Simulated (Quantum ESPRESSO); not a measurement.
# Converging zone-centre phonons against the mesh: Be (P6_3/mmc, 2 atoms in the cell)

```yaml
crystal:
  lattice:
    - [1.13928, -1.97328, 0.00000]
    - [1.13928, 1.97328, 0.00000]
    - [0.00000, 0.00000, 3.56210]
  atoms:
    - { symbol: Be, position: [0.33333, 0.66667, 0.25000] }
    - { symbol: Be, position: [0.66667, 0.33333, 0.75000] }
```

Computed with PBE, GBRV 1.5 ultrasoft (PBE) pseudopotentials (plane waves; Quantum ESPRESSO 7.5).

Base settings: ecutwfc = 40 Ry; ecutrho = 200 Ry; occupations = smearing; smearing = fermi-dirac; degauss = 0.0073499 Ry; potentials = {Be: be_pbe_v1.4.uspp.F.UPF}; K_POINTS = automatic 16 16 9 0 0 0; conv_thr = 1e-11 Ry; mixing_beta = 0.4.

In this ladder: ph.x.tr2_ph = 1e-14; ph.x.fildyn = dyn.G; dynmat.x.fildyn = dyn.G; dynmat.x.asr = crystal.

Frequencies are those of the unrelaxed cell, without the LO-TO term of polar crystals.

Only quantities that move along the ladder and can be compared are tabulated.

Core times come from one kind of shared machine, to one figure; runs under 30 s give none.

The starting cell has typed, rounded lattice constants, without a prior relaxation at this level. Its lattice was rescaled by up to half a per cent.

```csv
K_POINTS,highest zone-centre frequency (cm⁻¹),core time / last (rough)
automatic 4 4 3 0 0 0,685.3,–
automatic 5 5 3 0 0 0,687.5,–
automatic 7 7 4 0 0 0,666.8,–
automatic 8 8 5 0 0 0,682.2,–
automatic 10 10 6 0 0 0,669.9,–
automatic 13 13 7 0 0 0,673.5,0.07
automatic 19 19 11 0 0 0,675.6,0.1
automatic 24 24 14 0 0 0,675.6,0.3
automatic 30 30 17 0 0 0,675.0,0.7
automatic 38 38 21 0 0 0,675.4,1
```

Coarsest K_POINTS that holds the highest zone-centre frequency within 1 cm⁻¹ of the last step, with all finer ones: automatic 19 19 11 0 0 0, at about 0.1 of the last step's time; the step before is off by 1.9 cm⁻¹.
